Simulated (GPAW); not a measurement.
Band structure of ZnS (P6_3mc, 4 atoms in the cell).

```
ZnS
1.0
    3.80580     0.00000     0.00000
   -1.90290     3.29592     0.00000
    0.00000     0.00000     6.23798
Zn S
2 2
Direct
  0.33333   0.66667   0.00014
  0.66667   0.33333   0.50014
  0.33333   0.66667   0.37486
  0.66667   0.33333   0.87486
```

Computed with PBE, GPAW PAW datasets PBE (gpaw-data 1.0.1) (plane waves; GPAW).

Settings: mode = pw; ecut = 800 eV; xc = PBE; kpts = 8 8 5; mesh shift (steps) = 0 0 0; occupations.name = fermi-dirac; occupations.width = 0.05 eV; nbands = -4; convergence.density = 1e-05 e/electron; convergence.energy = 1e-05 eV/electron; convergence.bands = -2; symmetry.symmorphic = false; symmetry.tolerance = 0.0005; maxiter = 100.

The starting cell comes from a database of computed structures (which also holds hypothetical and non-ambient phases and stackings), without a prior relaxation at this level.

### Question
Predict the gap along the standard path and the places of the band edges.

### Answer
The gap along the path is 2.21 eV, direct at Γ to within 0.01 eV.

Levels in eV from the top of the valence band on the SCF mesh, bands 15 to 22:
```csv
point,15,16,17,18,19,20,21,22
Γ,-0.90,-0.08,0.00,0.00,2.21,3.10,6.28,6.28
M,-3.28,-2.25,-1.69,-0.89,3.65,4.25,5.10,6.88
K,-3.87,-2.33,-2.33,-2.10,4.25,5.91,5.91,7.84
A,-0.47,-0.47,-0.47,-0.47,3.56,3.56,6.73,6.73
L,-1.64,-1.64,-1.62,-1.62,3.55,3.55,5.21,5.21
H,-3.06,-3.06,-1.36,-1.36,4.50,4.50,6.33,6.33
```
